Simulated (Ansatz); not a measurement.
Results of r²SCANh in Ansatz (PAW) for AlB2-type MgB2.

Numerical settings: plane-wave cutoff 520 eV, 12×12×8 k mesh (along the axes of the cell as run), Fermi–Dirac smearing 0.05 eV, scalar-relativistic PAW data made under PBE.

Computed at the level's own relaxed cell.

**Question.** Give the computed lattice constant a and lattice parameter c.

**Answer.** 
lattice constant a: 3.073 Å
lattice parameter c: 3.487 Å

Measured, for comparison: lattice constant a 3.083 Å, lattice parameter c 3.521 Å (300 K, not corrected to a static lattice; as tabulated in Loa et al. (2002), arXiv:cond-mat/0206051). Computed (rounded) less measured: lattice constant a -0.3 %, lattice parameter c -1.0 %. A static lattice is as a rule a little smaller and stiffer than an uncorrected measurement, which narrows the difference in the lattice constant a, lattice parameter c and would widen misses of the other sign.

The computed numbers hold no vibrational or temperature effects.

It cost about 40 core-minutes (a rough figure) of CPU time.

Ansatz is an electronic-structure program.
